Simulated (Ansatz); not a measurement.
**Effect of tensor shear ε_xz = −0.16 % on ZnCu2SnS4**

Take ZnCu2SnS4 (space group I-4, No. 82; a = 5.374 Å, c = 10.754 Å) as the base. Axes: x, y, z lie along a, b, c of the conventional cell.

The change: a pure shear with ε_xz = ε_zx = -0.0016, atoms relaxed at fixed cell.

Level of theory: PBEsol (Ansatz, a program for electronic structure; PAW; 420 eV plane waves; no spin-orbit coupling). Γ-centred 9×9×9 mesh, Fermi–Dirac width 0.05 eV.

```tsv
quantity	base	changed	shift
shortest interatomic distance	2.271 Å	2.271 Å	0.000 Å
energy relative to the base (free energy F)	0 meV/atom	0.0 meV/atom	0.0 meV/atom
band gap (uncertain: the Fermi level lies in a band; both cells)	0.11 eV	0.11 eV	0.00 eV
stress (xx, yy, zz, yz, xz, xy; compression positive)	–	(0.00, 0.00, 0.00, 0.00, 0.14, 0.00) GPa	–
```

The cells carry an imposed strain or load. Stability against distortions was not tested. All final runs are without spin polarisation. A zero or small gap of ZnCu2SnS4 can be the functional's error rather than a property of the material.
